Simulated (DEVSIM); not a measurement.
Device: Cr/SiO2/n-Si capacitor, at 300 K.

Layer 1 from the left is SiO2, thickness (nm) 7.10. Layer 2 from the left is Si, thickness (nm) 2400, Nd (cm⁻³) 5.5e16.

Metal gate on the left, work function 4.5 eV. Fixed charge at the semiconductor interface -6.45e11 cm⁻² (in units of +e); no interface traps.

The device is made up for the run: typed textbook-type constants, with dimensions and the other settings drawn at random. Values at 300 K.

SiO2: gap (eV) 9, affinity (eV) 0.9, permittivity 3.9. Si: gap (eV) 1.124, affinity (eV) 4.05, permittivity 11.7, Nc (cm⁻³) 2.86e19, Nv (cm⁻³) 3.1e19.

Problem. Estimate by hand the flat-band voltage, the threshold voltage, and compare with a numerical solution.

Solution. 
- Flat-band voltage: C = 0.486 μF/cm², work-function difference 0.288 V; VFB = φms − qNf/C = 0.50 V; numerical 0.50 V.
- Threshold voltage: φF = 0.399 V, depletion charge √(4εqNφF) = 1.21e-7 C/cm²; VT = VFB − 2φF − Qd/C = -0.55 V; numerical -0.55 V.

Model (solved in DEVSIM): 1D Poisson equation in equilibrium, Boltzmann statistics, complete ionisation; no quantum confinement or tunnelling. Metal contacts follow the ideal Schottky-Mott rule: no Fermi-level pinning, no interface dipoles.
